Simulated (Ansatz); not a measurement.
The structure below was relaxed with r2SCAN (Ansatz, a first-principles code), no spin-orbit coupling, at pressure 0.9 GPa.

Space group Fm-3m (No. 225); a = 8.866 Å, b = 8.866 Å, c = 8.866 Å, α = 90.00°, β = 90.00°, γ = 90.00°

```tsv
atom	site	symmetry	x	y	z
Rb	8c	-43m	0.2500	0.2500	0.2500
In	4a	m-3m	0.0000	0.0000	0.0000
Ag	4b	m-3m	0.5000	0.5000	0.5000
F	24e	4m.m	0.0000	0.0000	0.2332
```

Write out a cell with all atoms.


```xyz
40
Lattice="8.8662 0.0000 0.0000 0.0000 8.8662 0.0000 0.0000 0.0000 8.8662" Properties=species:S:1:pos:R:3 pbc="T T T"
Rb     2.2165     6.6496     6.6496
Rb     2.2165     2.2165     6.6496
In     0.0000     0.0000     0.0000
Ag     4.4331     0.0000     0.0000
F      4.4331     0.0000     6.5003
F      0.0000     0.0000     6.7990
F      2.0672     0.0000     0.0000
F      6.7990     0.0000     0.0000
F      4.4331     6.5003     0.0000
F      4.4331     2.3659     0.0000
Rb     2.2165     2.2165     2.2165
Rb     2.2165     6.6496     2.2165
In     0.0000     4.4331     4.4331
Ag     4.4331     4.4331     4.4331
F      4.4331     4.4331     2.0672
F      0.0000     4.4331     2.3659
F      2.0672     4.4331     4.4331
F      6.7990     4.4331     4.4331
F      4.4331     2.0672     4.4331
F      4.4331     6.7990     4.4331
Rb     6.6496     6.6496     2.2165
Rb     6.6496     2.2165     2.2165
In     4.4331     0.0000     4.4331
Ag     0.0000     0.0000     4.4331
F      0.0000     0.0000     2.0672
F      4.4331     0.0000     2.3659
F      6.5003     0.0000     4.4331
F      2.3659     0.0000     4.4331
F      0.0000     6.5003     4.4331
F      0.0000     2.3659     4.4331
Rb     6.6496     2.2165     6.6496
Rb     6.6496     6.6496     6.6496
In     4.4331     4.4331     0.0000
Ag     0.0000     4.4331     0.0000
F      0.0000     4.4331     6.5003
F      4.4331     4.4331     6.7990
F      6.5003     4.4331     0.0000
F      2.3659     4.4331     0.0000
F      0.0000     2.0672     0.0000
F      0.0000     6.7990     0.0000
```
This is the conventional cell.

Load acts through the strain it causes; cell and atoms are relaxed under it. No phonon test of stability was made. The cell was made from Rb$_{2}$InAgF$_{6}$ (space group Fm-3m, No. 225; a cell from a computed database, its experimental status unchecked) by this change: pressure 0.9 GPa.
